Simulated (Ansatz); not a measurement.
What biaxial strain −1.50 %, plane normal [001], relaxed out of plane does to SiO2

Base system: SiO$_{2}$ (space group P3_221, No. 154; a = 4.866 Å, c = 5.365 Å). Axes: x lies along a and z along c of the hexagonal cell.

Modification: compressive biaxial strain of 1.50 % in the plane normal to [001], as in epitaxy on a mismatched substrate; the out-of-plane cell vector and the atoms relax.

Computed with LDA in Ansatz (plane waves to 420 eV, PAW, no SOC). k-mesh 8×8×6 (Γ-centred); smearing 0.05 eV (Fermi–Dirac).

The volume per atom decreases by 0.32 Å³ (12.22 Å³ → 11.90 Å³) and the space group remains P3_221 (No. 154). The shortest interatomic distance is nearly the same (1.608 Å against 1.607 Å) and the pressure (mean of the normal stresses, compression positive) goes from zero to 0.90 GPa. The band gap grows by 0.096 eV to 5.92 eV and the gap character stays indirect, K → Γ. The width of the top valence band falls by 0.036 eV (0.58 eV → 0.55 eV) and the electron mass becomes 0.49 mₑ (at Γ) (base: 0.50 mₑ (at Γ)). The out-of-plane strain is +0.35 % and the ratio −ε⊥/ε∥ is 0.23. The mean in-plane stress (compression positive) amounts to +1.4 GPa.

Final structure (turned so that z lies along the plane normal):

```
SiO2
1.0
    4.79286     0.00000     0.00000
    2.39643     4.15074     0.00000
    0.00000     0.00000     5.38392
Si O
3 6
Direct
  0.00000   0.46091   0.33333
  0.53909   0.00000   0.00000
  0.46091   0.53909   0.66667
  0.28307   0.12536   0.22542
  0.59156   0.28307   0.89209
  0.71693   0.40844   0.44125
  0.87464   0.71693   0.10791
  0.40844   0.87464   0.77458
  0.12536   0.59156   0.55875
```

Cost of the whole job for the changed cell (relaxation, final SCF and bands): around 2.7 core-minutes (rough).

Effective masses come from finite differences of ±0.01 Å⁻¹. Stability against distortions was not tested.

Ansatz is a quantum-chemistry and plane-wave program.
